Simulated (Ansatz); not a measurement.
The reference is Os in the hcp (Mg type) structure (space group P6_3/mmc, No. 194; a = 2.754 Å, c = 4.347 Å; relaxed with 0.1 eV smearing). Axes: x lies along a and z along c of the hexagonal cell.

(Cell as relaxed with PBE.)

Levels (all Ansatz, a quantum-chemistry and plane-wave program, PAW): PBE (420 eV, no SOC); r2SCAN (500 eV, spin-orbit coupling left out).

Each level relaxes its own structure.

```csv
base,PBE,r2SCAN
volume per atom,14.28 Å³,14.02 Å³
lattice parameter a,275.4 pm,273.8 pm
band gap,zero,zero
```

Now apply this change: uniaxial stress, 0.5 GPa tension along x, with the cell and atoms free to relax against it.

```tsv
quantity	PBE	r2SCAN
shortest interatomic distance	269.3 pm	267.6 pm
band gap	zero	zero
strain response (xx, yy, zz)	(+0.08, −0.02, −0.02) %	(+0.07, −0.02, −0.01) %
energy relative to the base (free energy F)	0.0 meV/atom	0.0 meV/atom
```

PBE's shortest interatomic distance lies 1.7 pm above r2SCAN's (0.6 %); the two agree on the band gap and energy relative to the base. Neither level is exact; r2SCAN is the comparison here, not a measurement.

Stability under load was not tested beyond the relaxation. The final runs are not spin-polarised.
